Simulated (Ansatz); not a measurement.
The parent structure is PtTe2 (space group P-3m1, No. 164; layered).

```cif
data_PtTe2
_chemical_formula_sum 'Te2 Pt1'
_space_group_name_H-M_alt 'P 1'
_space_group_IT_number 1
_cell_length_a 4.00918
_cell_length_b 4.00918
_cell_length_c 4.95879
_cell_angle_alpha 90.000
_cell_angle_beta 90.000
_cell_angle_gamma 120.000
loop_
_space_group_symop_operation_xyz
  'x, y, z'
loop_
_atom_site_label
_atom_site_type_symbol
_atom_site_fract_x
_atom_site_fract_y
_atom_site_fract_z
_atom_site_occupancy
Te1 Te 0.33333 0.66667 0.27036 1
Te2 Te 0.66667 0.33333 0.72964 1
Pt1 Pt 0.00000 0.00000 0.00000 1
```

All numbers come from plane-wave PAW DFT at the PBEsol-D3(BJ) level (Ansatz, a program for electronic structure, 420 eV), no spin-orbit coupling.

For the base:

- Band gap = zero
- Lattice parameter a = 7.576 bohr

Now apply this change: a hydrostatic pressure of 0.3 GPa.

Problem. Estimate the effect on the band gap and lattice parameter a.

Solution. The band gap stays zero; the lattice parameter a drops by 0.006 bohr (7.576 bohr → 7.570 bohr).

Load acts through the strain it causes; cell and atoms are relaxed under it. Whether these cells are dynamically stable was not tested. The final runs are not spin-polarised.
